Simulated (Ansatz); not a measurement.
Defect: interstitial H in rock-salt TiN, neutral cell. These are PBE, PAW (plane waves to 420 eV; Ansatz, a first-principles code) values and carry that method's errors.

Settings: 64 host sites, the relaxed PBE lattice, a 2×2×2 k-point mesh shifted by half a step, smearing 0.10 eV, spin-restricted, no image-charge correction. Energies are static. Sites that were not tried may lie lower.

Barriers: single points on a 4×4×4 k-point mesh shifted by half a step at the bands' geometries.

The step: H moves alone to another site; the atom moves 1.15 Å along (0.00, 0.00, -0.27) of the unit cell; the moving atom starts with neighbours N at 1.04; 3 Ti at 1.95 Å and ends with N at 1.04; 3 Ti at 1.95 Å.

**Question.** Give the migration barrier of this step at the level PBE, PAW.

**Answer.** 164 meV, the same both ways. At the saddle the moving atom has neighbours N at 1.03, N at 1.98; 2 Ti at 1.85 Å. The saddle point's order was not checked, and it lies on a symmetry element of the cell, where a band can be held.
